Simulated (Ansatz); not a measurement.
The parent structure is HgSe in the zinc blende structure (space group F-43m, No. 216).

```yaml
crystal:
  lattice:
    - [0.00000, 3.06660, 3.06660]
    - [3.06660, 0.00000, 3.06660]
    - [3.06660, 3.06660, 0.00000]
  atoms:
    - { symbol: Se, position: [0.25000, 0.25000, 0.25000] }
    - { symbol: Hg, position: [0.00000, 0.00000, 0.00000] }
```

Cartesian axes are those of the cell as printed.

All numbers come from PBEsol (Ansatz, a first-principles code, PAW, spin-orbit coupling left out), earlier PAW set.

Before the change:

* **Band gap**: zero
* **Shortest interatomic distance**: 2.656 Å

Now apply this change: uniaxial stress, 1 GPa tension along x, with the cell and atoms free to relax against it.

Task: What happens to the energy relative to the base?

Result: The energy increases by 3.5 meV/atom.

Task: Estimate the effect on the band gap.

Result: The band gap is still zero.

Task: What does the calculation give for the shortest interatomic distance after the change?

Result: The shortest interatomic distance increases by 0.006 Å (2.656 Å → 2.662 Å).

The mesh was chosen for an insulator and is coarse for the gapless case. With Hg present, leaving out spin-orbit coupling can change the band edges. Load acts through the strain it causes; cell and atoms are relaxed under it. Beyond what the load breaks, stability against distortions was not tested. All final runs are without spin polarisation. The zero or small gap of HgSe can change with the level of theory.
